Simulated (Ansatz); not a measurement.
The starting structures come from a database of crystals and need not be the phases stable at ambient conditions.

The decay constant κ of evanescent states in the gap governs leakage through a thin film.

Data:

```xyz
5
Lattice="4.2658 0.0000 0.0000 2.1329 9.7721 0.0299 2.1329 0.4543 3.6662" Properties=species:S:1:pos:R:3 pbc="T T T"
Bi     4.2658     7.9201     1.5002
Bi     4.2658     2.4551     2.1774
Te     6.3987     0.5940     3.6489
Te     6.3987     6.3162     2.9398
S      2.1329     3.6221     0.7920
```

Space group of this cell: R3m. The cell was relaxed by PBE-D3(BJ).

Transport runs along the normal of the first two printed cell vectors, the (101) plane of the conventional cell.

The gap is the functional's own. No spin-orbit coupling. Mid-gap values are interpolated on the energy grid.

**Question.** Predict the band gap and the smallest decay constant κ at mid-gap from PBEsol (Ansatz, an electronic-structure program).

**Answer.** Gap 0.55 eV on a 8×8×8 mesh; κ = 0.069 1/Å, at (0.000, 0.250) of the in-plane reciprocal vectors. At the zone centre, at the nearest computed energy, the slowest state has κ = 0.07 1/Å.
